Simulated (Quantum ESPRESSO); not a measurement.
Quantum ESPRESSO run on InBi (R3m, 2 atoms in the cell): relaxation of the atoms.

Computed with LDA (PW92), PseudoDojo standard norm-conserving (LDA) pseudopotentials (plane waves; Quantum ESPRESSO).

The input file:

```fortran
&CONTROL
   calculation = 'relax'
   prefix = 'inbi'
   outdir = './tmp'
   pseudo_dir = './'
   forc_conv_thr = 1.9e-03
/
&SYSTEM
   ibrav = 5
   celldm(1) = 9.0695588166
   celldm(4) = 0.500000000000
   nat = 2
   ntyp = 2
   ecutwfc = 70
   occupations = 'smearing'
   smearing = 'gaussian'
   degauss = 0.0073499
/
&ELECTRONS
   conv_thr = 1.0d-10
   mixing_beta = 0.3
/
&IONS
/
ATOMIC_SPECIES
In   114.8180  In.upf
Bi   208.9804  Bi.upf
ATOMIC_POSITIONS {crystal}
In    0.0127590000    0.0127590000    0.0127590000
Bi    0.2500000000    0.2500000000    0.2500000000
K_POINTS {automatic}
6 6 6  0 0 0
```

Log, with long lists cut:

```
     Self-consistent Calculation

     iteration #  1     ecut=    70.00 Ry     beta= 0.30

     Threshold (ethr) on eigenvalues was too large:
     Diagonalizing with lowered threshold

     total energy              =    -295.83198686 Ry
     estimated scf accuracy    <       0.02294406 Ry

     iteration #  2     ecut=    70.00 Ry     beta= 0.30

     total energy              =    -295.83081447 Ry
     estimated scf accuracy    <       0.00700035 Ry

     iteration #  3     ecut=    70.00 Ry     beta= 0.30

     total energy              =    -295.83119532 Ry
     estimated scf accuracy    <       0.00082855 Ry

   [... 6 blocks of this kind left out ...]

     iteration # 10     ecut=    70.00 Ry     beta= 0.30

     total energy              =    -295.83126413 Ry
     estimated scf accuracy    <          1.0E-10 Ry

     iteration # 11     ecut=    70.00 Ry     beta= 0.30
     End of self-consistent calculation

     the Fermi energy is     6.5195 ev

!    total energy              =    -295.83126413 Ry
     estimated scf accuracy    <          1.1E-11 Ry
     smearing contrib. (-TS)   =      -0.00028693 Ry
     internal energy E=F+TS    =    -295.83097721 Ry

     convergence has been achieved in  11 iterations

     Forces acting on atoms (cartesian axes, Ry/au):

     atom    1 type  1   force =     0.00000000    0.00000000   -0.03240645
     atom    2 type  2   force =     0.00000000    0.00000000    0.03240645

     Total force =     0.045830     Total SCF correction =     0.000007

     BFGS Geometry Optimization
     Energy error            =      2.1E-03 Ry
     Gradient error          =      3.2E-02 Ry/Bohr

     number of scf cycles    =   1
     number of bfgs steps    =   0

   [... lines left out ...]
     the Fermi energy is     6.4766 ev
!    total energy              =    -295.83543262 Ry
     Total force =     0.000732     Total SCF correction =     0.000002
     bfgs converged in   5 scf cycles and   4 bfgs steps
   [... lines left out ...]
     (criteria: energy <  1.0E-04 Ry, force <  1.9E-03 Ry/Bohr)

     End of BFGS Geometry Optimization

     Final energy             =    -295.8354326152 Ry

     File ./tmp/inbi.bfgs deleted, as requested
Begin final coordinates

ATOMIC_POSITIONS (crystal)
In               0.0065193621        0.0065193621        0.0065193621
Bi               0.2562396379        0.2562396379        0.2562396379
End final coordinates

   JOB DONE.
```

The run converged. 

Summary of the result:
- Free energy E − TS = -4025.0461 eV
- Fermi level (on the code's own zero) = 6.48 eV
- Largest force (vector length) = 0.013 eV/Å
- Relaxation steps = 4

The starting cell comes from a database of computed structures (which also holds hypothetical and non-ambient phases and stackings), without a prior relaxation at this level. Its lattice was rescaled by up to half a per cent. For this run, on top of that: one atom moved by 0.15 angstrom. The relaxation keeps the symmetry of its start, so its end need not be a minimum.

Cost on one core of a shared machine: roughly 2 min.
